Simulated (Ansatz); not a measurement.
Consider BN in the zinc blende structure (space group F-43m, No. 216; a = 3.625 Å).

Method: PBE in Ansatz (plane waves to 420 eV, PAW, spin-orbit coupling left out).

For the base:

The gap between the host's bands is 4.46 eV and the gap character is indirect, Γ → X.

Modification: hole doping at 1.5×10^21 cm⁻³ (0.0179 per cell), with a uniform compensating background at fixed cell and a 300 K Fermi–Dirac width.

What happens to the Fermi level from band edge, gap between the host's bands and gap character?

The Fermi level relative to the doped band's edge (positive inside the band; to 0.05 eV) amounts to +0.20 eV; the gap between the host's bands goes up by 0.03 eV (4.46 eV → 4.49 eV); the gap character stays indirect, Γ → X.

Carriers are added with a uniform compensating background; total energy and stress of such cells depend on the potential's zero and are not compared; many-body gap narrowing is missing at this level. Stability against distortions was not tested.

Ansatz is a quantum-chemistry and plane-wave program.
